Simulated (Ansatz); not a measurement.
# Thickness series in SiC

Base system: SiC in the wurtzite structure (space group P6_3mc, No. 186; a = 3.075 Å, c = 5.049 Å). Axes: x lies along a and z along c of the hexagonal cell.

Free-standing slabs (4 atom(s) a layer) normal to the y axis with 15 Å of vacuum; in-plane cell held at bulk.

Method: r2SCAN, PAW, 500 eV (Ansatz, an electronic-structure program; without spin-orbit coupling), earlier PAW set.

Before the change:

Smallest direct gap: 4.48 eV

**Question.** The aim is a smallest direct gap between 3.08 eV and 3.35 eV. Which of these changes reaches it?
A. 4 layers
B. 1 layer
C. 2 layers
D. 3 layers

**Answer.** B, 1 layer. It gives 3.22 eV; 4 layers gives 2.11 eV; 3 layers gives 2.15 eV; 2 layers gives 2.34 eV. Changes not listed may reach it too

Whether these cells are dynamically stable was not tested.
